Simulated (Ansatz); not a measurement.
Results of PBE0 (PAW; Ansatz, a first-principles code) for CsCl-type CuZn.

The input as run:

Ansatz 0.2 input:
```yaml
crystal:
  lattice:
    - [3.0095522832, 0.0, 0.0]
    - [0.0, 3.0095522832, 0.0]
    - [0.0, 0.0, 3.0095522832]
  atoms:
    - { symbol: Zn, position: [0.5, 0.5, 0.5] }
    - { symbol: Cu, position: [0.0, 0.0, 0.0] }
basis:
  ecutwfc: 460
  ecutrho_ratio: 4
  xc_grid: 2
kpoints:
  mp_grid: { grid: [10, 10, 10] }
hamiltonian:
  xc: pbe0
  dispersion: none
  pseudopotentials: { kind: paw }
scf:
  occupations: { method: fermi_dirac, width: 0.05 }
  convergence: { dr2_threshold: 0.0000000002 }
output:
  forces: true
  stress: true
  eigenvalues: true
```

From the output:

```
WARN output.stress: scf.exx.energy_threshold = 1e-6 eV is looser than the 2e-8 eV advised for a stress under a hybrid functional (1e-8 eV for each atom of the …
Crystal: 2 atoms, lattice volume = 27.259 Å³
Basis set: ecut = 460 eV, 619 PW (Γ), exchange–correlation on 48×48×48 points (8 copies of the dense FFT grid, shifted against one another)
Bands: 20, of which v1, the nominal top of the filled ones, is band 16 counted from 1 (15 counted from 0)
Symmetry: 48 space group operations
Space group: Pm-3m (ITA 221), of the structure as read, at distance tolerance 3.0e-5 Å
k-points: 56 of 1000
Functional: x = pbe(κ = 0.804, μ = 0.2195149727645171), c = pbe(β = 0.06672455060314922), warm-up for x = 0.75 pbe(κ = 0.804, μ = 0.2195149727645171) + 0.25 exact, c = pbe(β = 0.06672455060314922)
SCF iter   1: F=—  HF=-9944.366879 eV  |F-HF|=—  |Δ(HF+E_count)|=         —  Δρ=1.66e-3  dr2=5.79e-4
SCF iter   2: F=—  HF=-9944.366777 eV  |F-HF|=—  |Δ(HF+E_count)|=   1.02e-4  Δρ=9.07e-4  dr2=9.54e-5
  ...
SCF 1 converged in 7 iterations: F = -9944.366760 eV  dr2 = 5.75e-11
Crystal: 2 atoms, lattice volume = 27.259 Å³
Initial density: handed on by an earlier stage of this run
Functional: x = 0.75 pbe(κ = 0.804, μ = 0.2195149727645171) + 0.25 exact, c = pbe(β = 0.06672455060314922)
SCF 2 converged in 10 iterations: F = -9943.467550 eV  dr2 = 1.02e-10
Crystal: 2 atoms, lattice volume = 27.259 Å³
Crystal: 2 atoms, lattice volume = 27.259 Å³
SCF iter   9: F=—  HF=-9943.488192 eV  |F-HF|=—  |Δ(HF+E_count)|=  1.60e-10  Δρ=5.83e-7  dr2=1.45e-9
SCF iter  10: F=-9943.488192 eV  HF=-9943.488192 eV  |F-HF|=4.00e-11  |Δ(HF+E_count)|=   7.83e-9  Δρ=4.42e-7  dr2=1.37e-10
SCF 4 converged in 10 iterations: F = -9943.488192 eV  dr2 = 1.37e-10
Free energy (F): -9943.488192 eV
Internal energy: -9943.486121 eV  (E = F + TS)
E sigma→0 (E₀):  -9943.487157 eV
Fermi energy:    13.208762 eV
--- Forces (eV/Å), atoms counted from 1 ---
  atom   1  Zn     0.00000000    -0.00000000    -0.00000000
  atom   2  Cu    -0.00000000    -0.00000000    -0.00000000
--- Stress (GPa, compression-positive) ---
       -4.888908      -0.000000       0.000000
        0.000000      -4.888908      -0.000000
        0.000000       0.000000      -4.888908
  P = ⅓ Tr σ = -4.8889 GPa (-48.889 kbar)
```

The cell is one volume of an energy–volume scan, off the minimum.

The PAW data were made under PBE.

Note: the run has no spin polarisation, so it can have missed a magnetic state. Note: the run warned that the count of filled bands differs between k points.
